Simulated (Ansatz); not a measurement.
LiF, thickness series

The parent structure is LiF in the rock salt structure (space group Fm-3m, No. 225).

```
CELL_PARAMETERS angstrom
      0.00000     1.99510     1.99510
      1.99510     0.00000     1.99510
      1.99510     1.99510     0.00000
ATOMIC_POSITIONS crystal
  F  0.00000 0.00000 0.00000
  Li 0.50000 0.50000 0.50000
```

Cartesian axes are those of the cell as printed.

Free-standing slabs (2 atom(s) a layer) normal to the z axis with 15 Å of vacuum; in-plane cell held at bulk.

All numbers come from r2SCAN (Ansatz, a program for electronic structure, PAW, without spin-orbit coupling).

Notes on the quantities. layer's space group: with vacuum.

```csv
variant,band gap,thickness between the outermost nuclei,shortest interatomic distance,layer's space group
base,10.33 eV,–,1.995 Å,–
1 layer,7.01 eV,–,1.995 Å,P4/mmm (No. 123)
2 layers,7.67 eV,2.04 Å,1.962 Å,P4/nmm (No. 129)
3 layers,7.69 eV,4.03 Å,1.956 Å,P4/mmm (No. 123)
4 layers,7.72 eV,6.02 Å,1.956 Å,P4/nmm (No. 129)
5 layers,7.71 eV,8.02 Å,1.957 Å,P4/mmm (No. 123)
6 layers,7.72 eV,10.01 Å,1.956 Å,P4/nmm (No. 129)
7 layers,7.72 eV,12.01 Å,1.956 Å,P4/mmm (No. 123)
```

No phonon test of stability was made.
